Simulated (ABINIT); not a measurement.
Input and output of a self-consistent single point for Ba₂Cd (I4/mmm, 3 atoms in the cell) (ABINIT).

Level of theory: LDA (PW92), PAW (JTH v2.0 LDA PAW) (plane waves; ABINIT 10.0.3).

```yaml
crystal:
  lattice:
    - [-2.09864, 2.09864, 7.56748]
    - [2.09864, -2.09864, 7.56748]
    - [2.09864, 2.09864, -7.56748]
  atoms:
    - { symbol: Ba, position: [0.63051, 0.63051, 0.00000] }
    - { symbol: Ba, position: [0.36949, 0.36949, 0.00000] }
    - { symbol: Cd, position: [0.00000, 0.00000, 0.00000] }
```

Reference input (self-consistent single point, DFT, LDA (PW92), plane waves, PAW (JTH v2.0 LDA PAW)): pseudos = [Ba.LDA_PW-JTH.xml, Cd.LDA_PW-JTH.xml]; ecut = 20 Ha; pawecutdg = 40 Ha; pawxcdev = 0; ixc = 7; occopt = 6; tsmear = 0.00499791 Ha; ngkpt = 6 6 6; nshiftk = 1; shiftk = 0 0 0; potentials = JTH v2.0 LDA PAW; nband = 22. This run's input differs from it in these lines:

```diff
@@ -21,3 +21,3 @@
 occopt 6
-tsmear 0.00499791
+tsmear 0.00183747
 nband 22
```

Log, with long lists cut:

```
--- !BeginCycle
solver: {iscf: 17, nstep: 80, nline: 4, wfoptalg: 10, }
tolerances: {tolvrs: 1.00E-11, }
...

     iter   Etot(hartree)      deltaE(h)  residm     nres2
 ETOT  1  -99.440394974939    -9.944E+01 1.860E-01 1.285E+01
 ETOT  2  -99.666494633217    -2.261E-01 1.728E-02 2.292E+00
 ETOT  3  -99.662587225066     3.907E-03 5.073E-03 6.077E-01
 ETOT  4  -99.663327184125    -7.400E-04 2.044E-03 4.589E-01
 ETOT  5  -99.663808471866    -4.813E-04 4.116E-03 3.288E-02
   [... 25 lines left out ...]
 ETOT 31  -99.664141536173     4.235E-12 1.979E-05 1.897E-09
 ETOT 32  -99.664141536171     2.075E-12 2.605E-05 1.051E-09
 ETOT 33  -99.664141536169     1.748E-12 2.085E-05 2.489E-11
 ETOT 34  -99.664141536164     5.514E-12 2.685E-05 5.141E-12
 At SCF step   34       nres2   =  5.14E-12 < tolvrs=  1.00E-11 =>converged.

 Cartesian components of stress tensor (hartree/bohr^3)
  sigma(1 1)=  3.53990485E-05  sigma(3 2)=  0.00000000E+00
  sigma(2 2)=  3.53990485E-05  sigma(3 1)=  0.00000000E+00
  sigma(3 3)=  4.25466748E-05  sigma(2 1)=  0.00000000E+00

 ----iterations are completed or convergence reached----

 reduced coordinates (array xred) for    3 atoms
       0.630510000001      0.630510000001      0.000000000000
       0.369489999999      0.369489999999      0.000000000000
       0.000000000000      0.000000000000      0.000000000000
 cartesian forces (eV/Angstrom) at end:
    1     -0.00000000000000    -0.00000000000000    -0.04932942872845
    2     -0.00000000000000    -0.00000000000000     0.04932942872845
   [... lines left out ...]
 Fermi (or HOMO) energy (eV) =   2.80925   Average Vxc (eV)=  -8.67344
   [... lines left out ...]
'-kT*entropy'       :  2.01967278823095E-05
total_energy        : -9.96641428551325E+01
total_energy_eV     : -2.71199924830889E+03
...

-Cartesian components of stress tensor (GPa)         [Pressure= -1.1116E+00 GPa]
- sigma(1 1)=  1.04147579E+00  sigma(3 2)=  0.00000000E+00
- sigma(2 2)=  1.04147579E+00  sigma(3 1)=  0.00000000E+00
- sigma(3 3)=  1.25176618E+00  sigma(2 1)=  0.00000000E+00

 Calculation completed.
```

The run converged in 34 iterations. Against the reference run the free energy hardly moves (within 1 meV/atom), the pressure stays at -1.11 GPa and the largest force goes from 0.041 to 0.049 eV/Å.

The starting cell comes from a database of computed structures (which also holds hypothetical and non-ambient phases and stackings), without a prior relaxation at this level. Its lattice was rescaled by a random factor within 2.5 % of one.

Cost on one core of a shared machine: roughly 9 min.
